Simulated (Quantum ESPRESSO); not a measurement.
Worked example: self-consistent single point of LaSi (Cmcm, 8 atoms in the cell) in Quantum ESPRESSO.

Method: PBEsol, GBRV 1.5 ultrasoft (PBESOL) pseudopotentials (plane waves; Quantum ESPRESSO 7.5).

```yaml
crystal:
  lattice:
    - [2.30246, -6.72579, 0.00000]
    - [2.30246, 6.72579, 0.00000]
    - [0.00000, 0.00000, 6.64603]
  atoms:
    - { symbol: La, position: [0.27498, 0.72502, 0.25000] }
    - { symbol: La, position: [0.72502, 0.27498, 0.75000] }
    - { symbol: La, position: [0.55148, 0.44852, 0.25000] }
    - { symbol: La, position: [0.44852, 0.55148, 0.75000] }
    - { symbol: Si, position: [0.09132, 0.90868, 0.93613] }
    - { symbol: Si, position: [0.90868, 0.09132, 0.06387] }
    - { symbol: Si, position: [0.90868, 0.09132, 0.43613] }
    - { symbol: Si, position: [0.09132, 0.90868, 0.56387] }
```

Reference input (self-consistent single point, DFT, PBEsol, plane waves, GBRV 1.5 ultrasoft (PBESOL) pseudopotentials): ecutwfc = 40 Ry; ecutrho = 200 Ry; occupations = smearing; smearing = methfessel-paxton; degauss = 0.0147 Ry; potentials = {La: la_pbesol_v1.uspp.F.UPF, Si: si_pbesol_v1.uspp.F.UPF}; K_POINTS = automatic 5 5 4 1 1 1; conv_thr = 1e-10 Ry; mixing_beta = 0.3. This run's input differs from it in these lines:

```diff
@@ -16,3 +16,3 @@
  smearing = 'methfessel-paxton',
- degauss = 0.0147,
+ degauss = 0.02205,
 /
```

Output (repeated stretches shortened):

```
     Self-consistent Calculation

     iteration #  1     ecut=    40.00 Ry     beta= 0.30

     Threshold (ethr) on eigenvalues was too large:
     Diagonalizing with lowered threshold

     negative rho (up, down):  2.826E-01 0.000E+00

     total energy              =    -447.43170926 Ry
     estimated scf accuracy    <       0.16731325 Ry

     iteration #  2     ecut=    40.00 Ry     beta= 0.30

     negative rho (up, down):  2.716E-01 0.000E+00

     total energy              =    -447.45289163 Ry
     estimated scf accuracy    <       0.05460212 Ry

     iteration #  3     ecut=    40.00 Ry     beta= 0.30

     negative rho (up, down):  2.464E-01 0.000E+00

     total energy              =    -447.45373817 Ry
     estimated scf accuracy    <       0.01352208 Ry

   [... 14 blocks of this kind left out ...]

     iteration # 18     ecut=    40.00 Ry     beta= 0.30

     negative rho (up, down):  2.292E-01 0.000E+00

     total energy              =    -447.45619802 Ry
     estimated scf accuracy    <          5.4E-10 Ry

     iteration # 19     ecut=    40.00 Ry     beta= 0.30

     negative rho (up, down):  2.292E-01 0.000E+00
     End of self-consistent calculation

     the Fermi energy is    10.6382 ev

!    total energy              =    -447.45619802 Ry
     estimated scf accuracy    <          2.1E-12 Ry
     smearing contrib. (-TS)   =      -0.00114450 Ry
     internal energy E=F+TS    =    -447.45505352 Ry

     convergence has been achieved in  19 iterations

     negative rho (up, down):  2.292E-01 0.000E+00

     Forces acting on atoms (cartesian axes, Ry/au):

     atom    1 type  1   force =     0.00000000   -0.00272894    0.00000000
     atom    2 type  1   force =     0.00000000    0.00272894    0.00000000
     atom    3 type  1   force =    -0.00000000    0.00203459   -0.00000000
     atom    4 type  1   force =     0.00000000   -0.00203459    0.00000000
     atom    5 type  2   force =     0.00000000    0.00133635    0.00320051
   [... lines left out ...]
     Total force =     0.008443     Total SCF correction =     0.000002
   [... lines left out ...]

     negative rho (up, down):  2.292E-01 0.000E+00
          total   stress  (Ry/bohr**3)                   (kbar)     P=      -28.02
  -0.00021245  -0.00000000   0.00000000          -31.25       -0.00        0.00
   0.00000000  -0.00018559   0.00000000            0.00      -27.30        0.00
   0.00000000   0.00000000  -0.00017337            0.00        0.00      -25.50

   JOB DONE.
```

The run converged in 19 iterations. Against the reference run the free energy stays essentially unchanged (within 1 meV/atom), the pressure stays at -2.80 GPa and the largest force goes from 0.094 to 0.089 eV/Å.

The starting cell comes from a database of computed structures (which also holds hypothetical and non-ambient phases and stackings), without a prior relaxation at this level.

Cost on one core of a shared machine: roughly 6 min.
